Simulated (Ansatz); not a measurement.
**A computed series for Nb: response to strain**

Base system: Nb in the bcc (W type) structure (space group Im-3m, No. 229; a = 3.3045 Å; relaxed with 0.1 eV smearing). Axes: x, y, z lie along the cube axes.

Strains are applied to the cell and any free atomic positions relax; under biaxial strain the out-of-plane vector relaxes too.

All numbers come from r2SCAN in Ansatz (plane waves to 500 eV, PAW, scalar-relativistic without spin-orbit coupling).

Candidates:
(a) biaxial strain −2.56 %, plane normal [111], relaxed out of plane
(b) tensor shear ε_yz = −1.16 %
(c) isotropic strain −4.91 %
(d) tensor shear ε_yz = −2.14 %
(e) biaxial strain +2.09 %, plane normal [001], relaxed out of plane

Notes on the quantities. energy relative to the base: free energy F.

Q: Order them by energy relative to the base, highest first.

A: (c) isotropic strain −4.91 % (+0.241 eV/atom), (e) biaxial strain +2.09 %, plane normal [001], relaxed out of plane (+10 meV/atom), (a) biaxial strain −2.56 %, plane normal [111], relaxed out of plane (+6.1 meV/atom), (d) tensor shear ε_yz = −2.14 % (+1.1 meV/atom), (b) tensor shear ε_yz = −1.16 % (+0.3 meV/atom)

Stability against distortions was not tested. The final runs are not spin-polarised.

Ansatz is a program for electronic structure.
